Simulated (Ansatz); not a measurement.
## What biaxial strain −0.63 %, plane normal [001], relaxed out of plane does to IrO2

Take IrO2 in the rutile structure (space group P4_2/mnm, No. 136; a = 4.4718 Å, c = 3.1536 Å) as the base. Axes: x, y, z lie along a, b, c of the conventional cell.

Perturbation: compressive biaxial strain of 0.63 % in the plane normal to [001], as in epitaxy on a mismatched substrate; the out-of-plane cell vector and the atoms relax.

All numbers come from PBEsol, PAW, 420 eV (Ansatz, a first-principles code; no SOC). Γ-centred 11×11×15 mesh, Fermi–Dirac width 0.05 eV.

The volume per atom decreases by 0.09 Å³, from 10.51 Å³ to 10.42 Å³ and the space group is still P4_2/mnm (No. 136). The shortest interatomic distance drops by 0.0146 bohr, from 3.690 bohr to 3.676 bohr and the pressure (mean of the normal stresses, compression positive) goes from zero to 2.0 GPa. The band gap remains zero and the out-of-plane strain amounts to +0.41 % (rough). The mean in-plane stress (compression positive) amounts to +3.1 GPa (rough).

Cost of the whole job for the changed cell (relaxation, final SCF and bands): about 2.3 core-minutes (a rough figure).

Without a gap, meshes like the base's 11×11×15 leave anisotropic stresses uncertain by several tenths of a GPa, and small strain energies with them. Whether these cells are dynamically stable was not tested. No Hubbard U is applied, and correlation can decide whether such a compound is a metal. The final runs are not spin-polarised.
